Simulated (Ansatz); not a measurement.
For SnO₂ (model structure, started from the tetragonal ZrO2 type, P4₂/nmc, No. 137, 6 atoms in the cell), LDA in Ansatz (PAW) gives:

```
Quantity                    Value
-------------------  ------------
lattice parameter a       3.529 Å
c axis length             5.328 Å
bulk modulus B0           169 GPa
cohesive energy      5.71 eV/atom
band gap                  1.12 eV
```

Q: What does r²SCAN (Ansatz, a first-principles code, plane waves, PAW) give for the same quantities?

A: 
- lattice constant a: 3.549 Å (grows by 0.6 %)
- lattice parameter c: 5.429 Å (increases by 1.9 %)
- bulk modulus: 151 GPa (shrinks by 11 %)
- cohesive energy: 4.67 eV/atom (falls by 1.04 eV/atom)
- band gap: 1.70 eV (goes up by 0.58 eV)

Changes are worked out from the printed values.

Unless a cell is named, each level is at its own relaxed cell (LDA 11.06, r²SCAN 11.40 Å³/atom).

Levels without +SOC leave out spin–orbit coupling, which shifts energies and cells of such heavy elements.

Spin–orbit coupling is included only where a level's name says +SOC; with heavier elements it mostly lowers gaps and can invert bands. Density-functional gaps are differences of (generalised) Kohn–Sham levels.

Caveats: the bulk modulus is −V dP/dV from two relaxed cells at ±2 % in volume (LDA, r²SCAN). Ansatz's density-functional and Hartree–Fock values are scalar-relativistic unless marked +SOC, with PAW data made under PBE.

A model structure was made by putting elements into a prototype or built by hand; it is no filed structure, need not be a known phase, and can be a saddle point held by its symmetry.
